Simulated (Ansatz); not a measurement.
Partial pair distribution functions of a relaxed model of amorphous Zr₄₀O₇₈, broadened by 0.06 Å; density 5.63 g/cm³. All values below come from PBE, scalar-relativistic without spin-orbit coupling (plane waves to 420 eV, PAW; Ansatz, a program for electronic structure). The usual formal charges leave 4 electrons over, so the level spacing at the Fermi energy parts defect or band states and needn't be the band gap.

The cell was made by melting and quenching with the CHGNet potential and then relaxed with DFT. O atoms were pushed apart under 1.9 Å during the dynamics, to hinder bonds among them. The hot cell started wider than the set density and was brought back towards it in steps. It is the lowest in DFT energy of 4 quenches. It is a model cell: composition and starting density were chosen by hand, and all elements were melted together. No dispersion term was used. Its density started from a set value of 5.70 and ended at 5.63 g/cm³. The quench (nominally 240 K/ps over its main leg) was far faster than any real one, so the model tends to hold more defects than a real film. A cell of this size samples the disorder only roughly. Volume and shape were free in the relaxation.

```csv
r (Å),g Zr-O,g Zr-Zr,g O-O
1.80,0.01,0.00,0.00
1.90,0.41,0.00,0.00
2.00,3.05,0.00,0.00
2.10,6.36,0.00,0.00
2.20,5.94,0.00,0.00
2.30,3.02,0.00,0.06
2.40,1.31,0.00,0.47
2.50,0.54,0.00,1.30
2.60,0.29,0.00,2.58
2.70,0.19,0.00,3.28
2.80,0.03,0.00,2.38
2.90,0.07,0.01,2.25
3.00,0.20,0.23,1.57
3.10,0.31,0.93,0.99
3.20,0.30,1.82,0.76
3.30,0.39,2.94,0.87
3.40,0.50,3.36,0.80
3.50,0.46,3.02,0.81
3.60,0.53,2.12,0.65
3.70,0.73,1.54,0.77
3.80,0.94,1.51,0.76
3.90,1.18,1.59,0.72
4.00,1.16,1.27,1.12
4.10,1.10,1.26,1.25
4.20,1.13,1.28,1.25
4.30,1.25,1.06,0.92
4.40,1.35,0.60,0.65
4.50,1.50,0.28,0.72
4.60,1.59,0.39,0.70
4.70,1.54,0.33,0.74
4.80,1.47,0.59,0.72
4.90,1.24,0.56,0.91
5.00,1.12,0.57,1.09
5.10,0.90,0.49,1.04
5.20,0.83,0.59,1.17
5.30,0.77,0.56,1.20
5.40,0.83,0.57,1.19
5.50,0.92,0.61,1.24
5.60,0.89,0.67,1.04
```

Within 2.78 Å each Zr has 6.85 O neighbours on average.
